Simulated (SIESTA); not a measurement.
# Input and output of a self-consistent single point for In2Sb (P6_3/mmc, 6 atoms in the cell) (SIESTA)

Method: LDA PW92, numerical atomic orbitals DZP, PseudoDojo LDA standard norm-conserving potentials (rewritten from UPF to PSML) run with SIESTA.

The input file:

```
# files in the folder: In.psml Sb.psml (PseudoDojo LDA standard)
SystemName  In2Sb
SystemLabel siesta

NumberOfAtoms                6
NumberOfSpecies              2
%block ChemicalSpeciesLabel
  1 49 In
  2 51 Sb
%endblock ChemicalSpeciesLabel
LatticeConstant              1.0 Ang
%block LatticeVectors
     5.379900000    0.000000000    0.000000000
    -2.689950000    4.659130000    0.000000000
     0.000000000    0.000000000    6.722550000
%endblock LatticeVectors
AtomicCoordinatesFormat      Bohr
%block AtomicCoordinatesAndAtomicSpecies
     5.083273872    2.934823625    3.175944590  1
    -0.000005083    5.869656054    9.527833769  1
     0.000000000    0.000000000    6.351889180  1
     0.000000000    0.000000000    0.000000000  1
     5.083273872    2.934823625    9.527833769  2
    -0.000005083    5.869656054    3.175944590  2
%endblock AtomicCoordinatesAndAtomicSpecies

XC.functional                LDA
XC.authors                   PW92
PAO.BasisSize                DZP
PAO.EnergyShift              0.01 Ry
MeshCutoff                   300 Ry
%block kgrid.MonkhorstPack
    5   0   0  0.0
    0   5   0  0.0
    0   0   4  0.0
%endblock kgrid.MonkhorstPack
OccupationFunction           FD
ElectronicTemperature        136.0 meV

MaxSCFIterations             150
SCF.Mixer.Method             Broyden
SCF.Mixer.Weight             0.25
SCF.Mixer.History            6
SCF.DM.Tolerance             1.0E-05
Diag.ParallelOverK           true
WriteForces                  true
Charge.Mulliken              end
```

Output (repeated stretches shortened):

```
reinit: Reading from file input.fdf

reinit: System Name: In2Sb
reinit: System Label: siesta

coor:   Atomic-coordinates input format  =     Cartesian coordinates
coor:                                            (in Bohr units)

siesta: Atomic coordinates (Bohr) and species
siesta:      5.08327   2.93482   3.17594  1        1
siesta:     -0.00001   5.86966   9.52783  1        2
siesta:      0.00000   0.00000   6.35189  1        3
siesta:      0.00000   0.00000   0.00000  1        4
siesta:      5.08327   2.93482   9.52783  2        5
siesta:     -0.00001   5.86966   3.17594  2        6

siesta: System type = bulk

initatomlists: Number of atoms, orbitals, and projectors:      6   108   108

siesta: ******************** Simulation parameters ****************************
redata: Spin configuration                          = none
redata: Time-Reversal Symmetry                      = T
redata: Number of Atomic Species                    =        2
redata: Mesh Cutoff                                 =   300.0000 Ry
redata: Net charge of the system                    =     0.0000 |e|
redata: Min. number of SCF Iter                     =        0
redata: Max. number of SCF Iter                     =      150
redata: SCF convergence failure will abort job
redata: SCF mix quantity                            = Hamiltonian
redata: Mix DM or H after convergence               =   F
redata: Recompute H after scf cycle                 =   F
redata: Mix DM in first SCF step                    =   T
redata: No kicks to SCF
redata: DM Mixing Weight for Kicks                  =     0.5000
redata: Require Harris convergence for SCF          =   F
redata: Harris energy tolerance for SCF             =     0.000100 eV
redata: Require DM convergence for SCF              =   T
redata: DM tolerance for SCF                        =     0.000010
redata: Require EDM convergence for SCF             =   F
   [... lines left out ...]
diag: Parallel distribution                         =     1 x     1
diag: Used triangular part                          = Lower
diag: Absolute tolerance                            =  0.100E-15
diag: Orthogonalization factor                      =  0.100E-05
diag: Memory factor                                 =  1.0000

superc: Internal auxiliary supercell:     5 x     5 x     3  =      75
superc: Number of atoms, orbitals, and projectors:    450   8100   8100

                        Single-point calculation

superc: Internal auxiliary supercell:     5 x     5 x     3  =      75
superc: Number of atoms, orbitals, and projectors:    450   8100   8100

outcell: Unit cell vectors (Ang):
        5.379900    0.000000    0.000000
       -2.689950    4.659130    0.000000
        0.000000    0.000000    6.722550

outcell: Cell vector modules (Ang)   :    5.379900    5.379900    6.722550
outcell: Cell angles (23,13,12) (deg):     90.0000     90.0000    120.0000
outcell: Cell volume (Ang**3)        :    168.5051
new_DM -- step:     1
Initializing Density Matrix...

Attempting to read DM from file... Failed...
DM filled with atomic data:

InitMesh: MESH = 50 x 50 x 72 = 180000
InitMesh: Mesh cutoff (required, used) =   300.000   317.029 Ry

stepf: Fermi-Dirac step function
        iscf     Eharris(eV)        E_KS(eV)     FreeEng(eV)     dDmax    Ef(eV) dHmax(eV)
   scf:    1   -12142.599154   -12141.113233   -12141.241441  0.948195 -3.380885  3.743306
   scf:    2   -12142.449252   -12141.815495   -12141.946427  0.096243 -3.452961  2.155313
   scf:    3   -12142.497530   -12142.209942   -12142.345087  0.112417 -3.572271  0.513905
   scf:    4   -12142.222848   -12142.218364   -12142.353713  0.019867 -3.599011  0.047023
   scf:    5   -12142.218785   -12142.218619   -12142.353902  0.003737 -3.597317  0.026695
   scf:    6   -12142.218581   -12142.218606   -12142.353948  0.001595 -3.599174  0.002701
   scf:    7   -12142.218624   -12142.218615   -12142.353949  0.000142 -3.599409  0.001689
   scf:    8   -12142.218628   -12142.218621   -12142.353949  0.000091 -3.599489  0.000439
   scf:    9   -12142.218625   -12142.218623   -12142.353949  0.000025 -3.599544  0.000257
   scf:   10   -12142.218625   -12142.218624   -12142.353949  0.000011 -3.599580  0.000158
   scf:   11   -12142.218625   -12142.218624   -12142.353949  0.000006 -3.599605  0.000103
SCF Convergence by DM+H criterion
max |DM_out - DM_in|         :     0.0000063069
max |H_out - H_in|      (eV) :     0.0001027035
SCF cycle converged after 11 iterations

Using DM_out to compute the final energy and forces

siesta: E_KS(eV) =           -12142.2186

siesta: E_KS - E_eggbox =    -12142.2186

siesta: Atomic forces (eV/Ang):
     1   -0.000015    0.000009    0.000000
     2    0.000015   -0.000009    0.000000
     3    0.000000   -0.000000   -0.000000
     4   -0.000000   -0.000000    0.000000
     5   -0.000018    0.000010    0.000000
     6    0.000018   -0.000010   -0.000000
   Tot    0.000000   -0.000000   -0.000000
   Max    0.000018
   Res    0.000009    sqrt( Sum f_i^2 / 3N )
   Max    0.000018    constrained

Stress tensor Voigt[x,y,z,yz,xz,xy] (kbar):       39.25       39.25       42.66        0.00        0.00       -0.00
(Free)E + p*V (eV/cell)   -12146.6011
Target enthalpy (eV/cell)   -12142.3539

siesta: Program's energy decomposition (eV):
siesta: Ebs     =     -1557.927931
siesta: Eions   =     15031.013221
siesta: Ena     =      1386.122924
siesta: Ekin    =      7393.054127
siesta: Enl     =     -2622.559444
siesta: Eso     =         0.000000
siesta: Edftu   =         0.000000
siesta: DEna    =        86.889062
siesta: DUscf   =         1.845150
siesta: DUext   =         0.000000
siesta: Ex      =     -3083.305777
siesta: Ec      =      -273.251446
siesta: Exc     =     -3356.557223
siesta: Eharris =    -12142.218625
siesta: Etot    =    -12142.218624
siesta: FreeEng =    -12142.353949

siesta: Stress tensor (static) (eV/Ang**3):
siesta:     0.024496   -0.000000    0.000000
siesta:    -0.000000    0.024496    0.000000
siesta:     0.000000    0.000000    0.026623

siesta: Cell volume =        168.505109 Ang**3

siesta: Pressure (static):
siesta:                Solid            Molecule  Units
siesta:          -0.00027452         -0.00027452  Ry/Bohr**3
siesta:          -0.02520506         -0.02520483  eV/Ang**3
siesta:         -40.38296532        -40.38259370  kBar

mulliken: Atomic and Orbital Populations:

Species: In
Atom  Qatom  Qorb
   [... lines left out ...]
              1.984   2.004   1.982   2.004   1.984   0.117   0.077   0.161

              0.077   0.117
   3 13.205   1.343   0.160   0.261   0.326   0.261   0.108   0.077   0.108
              1.998   1.998   1.999   1.998   1.998   0.116   0.120   0.100

              0.120   0.116
   4 13.205   1.343   0.160   0.261   0.326   0.261   0.108   0.077   0.108
              1.998   1.998   1.999   1.998   1.998   0.116   0.120   0.100

              0.120   0.116

Species: Sb
Atom  Qatom  Qorb
               5s      5s      5py     5pz     5px     5py     5pz     5px
               4dxy    4dyz    4dz2    4dxz    4dx2-y2 5dxy    5dyz    5dz2
               5dxz    5dx2-y2
   5 14.707   1.406   0.209   0.745   0.818   0.745   0.140   0.153   0.140
              2.006   2.006   2.008   2.006   2.006   0.072   0.044   0.089

              0.044   0.072
   6 14.707   1.406   0.209   0.745   0.818   0.745   0.140   0.153   0.140
              2.006   2.006   2.008   2.006   2.006   0.072   0.044   0.089

              0.044   0.072

mulliken: Qtot =       82.000

Mulliken Atomic Populations:
Atom #   charge [q] valence [e]  Species
     1    -0.088068   13.088068  In
     2    -0.088068   13.088068  In
     3    -0.205259   13.205259  In
     4    -0.205259   13.205259  In
     5     0.293327   14.706673  Sb
     6     0.293327   14.706673  Sb
 Total     0.000000
```

The run converged in 11 iterations.

The starting cell comes from a database of computed structures (which also holds hypothetical and non-ambient phases and stackings), without a prior relaxation at this level. Values carry the incompleteness of an atom-centred basis. With a pressure of about -4 GPa the cell is away from its equilibrium volume at this level. The run gives no clean gap (levels at the Fermi energy touch, overlap or are partly filled at this smearing), which alone does not show that the compound is a metal.

Cost on one core of a shared machine: roughly 60 s.
